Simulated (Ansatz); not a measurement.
Partial pair distribution functions of a relaxed model of amorphous Sn₁₂Sb₂₄Te₁₂, broadened by 0.06 Å; density 6.87 g/cm³. Computed with PBE-D3(BJ), scalar-relativistic without spin-orbit coupling, PAW (Ansatz default set, large-core Te) (plane waves to 420 eV; Ansatz, a first-principles code).

Preparation: random packing, a CHGNet melt and quench, and a DFT relaxation. The hot cell started wider than the set density and was brought back towards it in steps. It is the lowest in DFT energy of 3 quenches. It is a model cell: composition and starting density were chosen by hand, and all elements were melted together. The geometry includes D3(BJ) dispersion. Its density started from a set value of 6.48 and ended at 6.87 g/cm³. Cooling (nominally 79 K/ps over its main leg) ran many orders faster than in experiment, which tends to leave more defects and strain. A cell of this size samples the disorder only roughly. Volume and shape were free in the relaxation. Stress components on the final sampling reach 0.9 GPa. On a 2×2×2 Γ-centred mesh force components of up to 0.36 eV/Å stay, since the relaxation ran on one k-point at (1/4, 1/4, 1/4).

```tsv
r (Å)	g Sb-Sb	g Sn-Sb	g Sn-Sn	g Te-Te
2.75	0.02	0.00	0.00	0.00
2.85	0.83	0.14	0.00	0.00
2.95	4.24	2.00	0.20	0.19
3.05	4.71	4.80	1.09	1.09
3.15	2.26	3.81	0.37	0.47
3.25	1.39	2.79	0.01	0.84
3.35	0.85	2.19	0.00	0.63
3.45	1.29	1.02	0.00	0.83
3.55	1.01	0.77	0.15	0.82
3.65	0.68	0.86	0.83	1.58
3.75	0.34	1.20	0.90	0.48
3.85	0.62	1.09	1.03	1.99
3.95	0.84	1.26	1.13	2.69
4.05	0.92	1.23	1.42	1.53
4.15	1.21	1.43	1.46	1.99
4.25	1.77	0.95	0.94	1.22
4.35	1.13	0.67	2.97	1.53
4.45	0.88	1.11	1.88	1.43
4.55	1.14	1.50	0.13	2.47
4.65	1.01	0.76	0.38	1.76
4.75	0.81	0.89	0.89	0.82
4.85	0.74	0.68	0.77	1.04
4.95	0.59	0.33	1.06	1.11
5.05	0.58	0.26	0.79	0.21
5.15	0.62	0.37	0.79	0.02
5.25	0.53	0.85	1.39	0.24
5.35	0.60	0.47	0.42	0.29
5.45	0.67	0.48	0.74	0.19
5.55	0.83	0.60	1.27	0.32
```

Within 3.34 Å each Sb has 2.75 Sb neighbours on average.
